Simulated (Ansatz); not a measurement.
Results of LDA (Ansatz, a quantum-chemistry and plane-wave program, PAW) for SrZrO3 (Pnma, No. 62).

Run with plane-wave cutoff 500 eV, 8×6×8 k mesh (along the axes of the cell as run), gaussian smearing 0.02 eV, scalar-relativistic PAW data made under PBE.

Cell (relaxed at this level):

```xyz
20
Lattice="5.7673 0.0000 0.0000 0.0000 8.0865 0.0000 0.0000 0.0000 5.7047" Properties=species:S:1:pos:R:3 pbc="T T T"
Sr     3.0876     2.0216     0.0469
Sr     2.6798     6.0649     5.6577
Sr     5.5635     6.0649     2.8993
Sr     0.2039     2.0216     2.8054
Zr     0.0000     0.0000     0.0000
Zr     2.8837     0.0000     2.8523
Zr     2.8837     4.0433     2.8523
Zr     0.0000     4.0433     0.0000
O      1.6589     3.6979     1.2099
O      4.1085     4.3886     4.4948
O      1.2248     4.3886     4.0622
O      4.5425     3.6979     1.6425
O      4.5425     0.3454     1.6425
O      1.2248     7.7412     4.0622
O      4.1085     7.7412     4.4948
O      1.6589     0.3454     1.2099
O      5.6405     2.0216     5.2459
O      0.1269     6.0649     0.4587
O      3.0106     6.0649     2.3936
O      2.7568     2.0216     3.3111
```

**Question.** Predict the band gap.

**Answer.** 
band gap: 3.78 eV (on the SCF k mesh)

Note: the relaxation could not lower the start's symmetry, so the cell can be a saddle point above a distorted one.

Spin–orbit coupling is not included.

The result took roughly 15 core-minutes.
